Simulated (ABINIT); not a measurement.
Input and output of a self-consistent single point for ZrMo2 (Fd-3m, 6 atoms in the cell) (ABINIT).

Method: LDA (PW92), PAW (JTH v2.0 LDA PAW) (plane waves; ABINIT 10.0.3).

The change in words: lattice scaled by 0.98. Reference geometry:
```yaml
crystal:
  lattice:
    - [0.00000, 3.80208, 3.80208]
    - [3.80208, 0.00000, 3.80208]
    - [3.80208, 3.80208, 0.00000]
  atoms:
    - { symbol: Zr, position: [0.25000, 0.25000, 0.25000] }
    - { symbol: Zr, position: [0.00000, 0.00000, 0.00000] }
    - { symbol: Mo, position: [0.62500, 0.12500, 0.62500] }
    - { symbol: Mo, position: [0.62500, 0.62500, 0.62500] }
    - { symbol: Mo, position: [0.12500, 0.62500, 0.62500] }
    - { symbol: Mo, position: [0.62500, 0.62500, 0.12500] }
```

Reference input (self-consistent single point, DFT, LDA (PW92), plane waves, PAW (JTH v2.0 LDA PAW)): pseudos = [Zr.LDA_PW-JTH.xml, Mo.LDA_PW-JTH.xml]; ecut = 20 Ha; pawecutdg = 40 Ha; pawxcdev = 0; occopt = 3; tsmear = 0.00367493 Ha; ngkpt = 5 5 5; nshiftk = 1; shiftk = 0 0 0; potentials = JTH v2.0 LDA PAW; nband = 51; kptopt = 1. This run's input differs from it in these lines:

```diff
@@ -5,5 +5,5 @@
 rprim
-         0.0000000000    7.1848899039    7.1848899039
-         7.1848899039    0.0000000000    7.1848899039
-         7.1848899039    7.1848899039    0.0000000000
+         0.0000000000    7.0411913499    7.0411913499
+         7.0411913499    0.0000000000    7.0411913499
+         7.0411913499    7.0411913499    0.0000000000
 natom 6
@@ -13,8 +13,8 @@
 xcart
-         1.9010400000    1.9010400000    1.9010400000
+         1.8630190000    1.8630190000    1.8630190000
          0.0000000000    0.0000000000    0.0000000000
-         2.8515600000    4.7526000000    2.8515600000
-         4.7526000000    4.7526000000    4.7526000000
-         4.7526000000    2.8515600000    2.8515600000
-         2.8515600000    2.8515600000    4.7526000000
+         2.7945285000    4.6575475000    2.7945285000
+         4.6575475000    4.6575475000    4.6575475000
+         4.6575475000    2.7945285000    2.7945285000
+         2.7945285000    2.7945285000    4.6575475000
       Angstrom
```

Output (repeated stretches shortened):

```
--- !BeginCycle
solver: {iscf: 17, nstep: 80, nline: 4, wfoptalg: 10, }
tolerances: {tolvrs: 1.00E-10, }
...

     iter   Etot(hartree)      deltaE(h)  residm     nres2
 ETOT  1  -369.73741392180    -3.697E+02 8.824E-01 2.338E+01
 ETOT  2  -371.64640524474    -1.909E+00 3.819E-02 1.184E+01
 ETOT  3  -371.62046052588     2.594E-02 2.174E-02 1.618E+00
 ETOT  4  -371.61914773814     1.313E-03 4.035E-03 8.951E-01
 ETOT  5  -371.61768763646     1.460E-03 1.567E-03 2.252E-01
   [... 4 lines left out ...]
 ETOT 10  -371.61718661588     3.918E-10 6.554E-04 5.438E-08
 ETOT 11  -371.61718661580     8.049E-11 3.893E-04 9.728E-09
 ETOT 12  -371.61718661578     1.819E-11 1.289E-04 1.736E-10
 ETOT 13  -371.61718661578    -1.762E-12 7.350E-05 2.547E-11
 At SCF step   13       nres2   =  2.55E-11 < tolvrs=  1.00E-10 =>converged.

 Cartesian components of stress tensor (hartree/bohr^3)
  sigma(1 1)= -9.62301764E-05  sigma(3 2)=  0.00000000E+00
  sigma(2 2)= -9.62301764E-05  sigma(3 1)=  0.00000000E+00
  sigma(3 3)= -9.62301764E-05  sigma(2 1)=  0.00000000E+00

 ----iterations are completed or convergence reached----

 reduced coordinates (array xred) for    6 atoms
       0.250000000547      0.250000000547      0.250000000547
       0.000000000547      0.000000000547      0.000000000547
       0.625000000547      0.125000000547      0.625000000547
       0.625000000547      0.625000000547      0.625000000547
       0.125000000547      0.625000000547      0.625000000547
       0.625000000547      0.625000000547      0.125000000547
 cartesian forces (eV/Angstrom) at end:
   [... lines left out ...]
 Fermi (or HOMO) energy (eV) =  12.87586   Average Vxc (eV)= -12.46293
   [... lines left out ...]
'-kT*entropy'       : -4.45551465953379E-03
total_energy        : -3.71617189936432E+02
total_energy_eV     : -1.01122180043348E+04
...

-Cartesian components of stress tensor (GPa)         [Pressure=  2.8312E+00 GPa]
- sigma(1 1)= -2.83118906E+00  sigma(3 2)=  0.00000000E+00
- sigma(2 2)= -2.83118906E+00  sigma(3 1)=  0.00000000E+00
- sigma(3 3)= -2.83118906E+00  sigma(2 1)=  0.00000000E+00

 Calculation completed.
```

The run converged in 13 iterations. Against the reference run the free energy falls by 22.7 meV/atom and the pressure goes from -9.17 to 2.83 GPa.

The starting cell comes from a database of computed structures (which also holds hypothetical and non-ambient phases and stackings), without a prior relaxation at this level. For this run, on top of that: lattice scaled by 0.98. Spin polarisation is off.

Cost on one core of a shared machine: roughly 90 s.
